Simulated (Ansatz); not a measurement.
# Rh2Si, pressure series

Take Rh$_{2}$Si (space group Pnma, No. 62; a cell from a computed database, its experimental status unchecked) as the base.

```yaml
crystal:
  lattice:
    - [5.36365, 0.00000, 0.00000]
    - [0.00000, 3.92170, 0.00000]
    - [0.00000, 0.00000, 7.39074]
  atoms:
    - { symbol: Si, position: [0.28269, 0.25000, 0.89512] }
    - { symbol: Si, position: [0.71731, 0.75000, 0.10488] }
    - { symbol: Si, position: [0.21731, 0.75000, 0.39512] }
    - { symbol: Si, position: [0.78269, 0.25000, 0.60488] }
    - { symbol: Rh, position: [0.52635, 0.75000, 0.79965] }
    - { symbol: Rh, position: [0.47365, 0.25000, 0.20035] }
    - { symbol: Rh, position: [0.97365, 0.25000, 0.29965] }
    - { symbol: Rh, position: [0.02635, 0.75000, 0.70035] }
    - { symbol: Rh, position: [0.83847, 0.25000, 0.93015] }
    - { symbol: Rh, position: [0.16153, 0.75000, 0.06985] }
    - { symbol: Rh, position: [0.66153, 0.75000, 0.43015] }
    - { symbol: Rh, position: [0.33847, 0.25000, 0.56985] }
```

Cell and atoms are relaxed at each pressure.

Computed with PBEsol, PAW, 420 eV (Ansatz, a quantum-chemistry and plane-wave program; spin-orbit coupling left out).

Notes on the quantities. enthalpy: H = E + PV relative to the base's energy.

```tsv
change	shortest interatomic distance	enthalpy	density
base	239.7 pm	–	9.99 g/cm³
pressure −2 GPa	240.0 pm	-0.16 eV/atom	9.91 g/cm³
pressure −1 GPa	239.8 pm	-0.08 eV/atom	…
pressure 0.3 GPa	239.6 pm	+0.02 eV/atom	10.01 g/cm³
pressure 0.7 GPa	239.5 pm	+0.06 eV/atom	10.02 g/cm³
pressure 1.5 GPa	239.4 pm	+0.12 eV/atom	10.05 g/cm³
pressure 3 GPa	239.2 pm	+0.24 eV/atom	10.11 g/cm³
pressure 5 GPa	238.9 pm	+0.40 eV/atom	10.19 g/cm³
pressure 7.5 GPa	238.5 pm	+0.60 eV/atom	…
pressure 10 GPa	238.2 pm	+0.79 eV/atom	10.36 g/cm³
```

Question: Complete the table.

Answer: 
- pressure −1 GPa, density: 9.95 g/cm³
- pressure 7.5 GPa, density: 10.28 g/cm³

Load acts through the strain it causes; cell and atoms are relaxed under it. Whether these cells are dynamically stable was not tested. Competing high-pressure phases were not computed. The final runs are not spin-polarised.
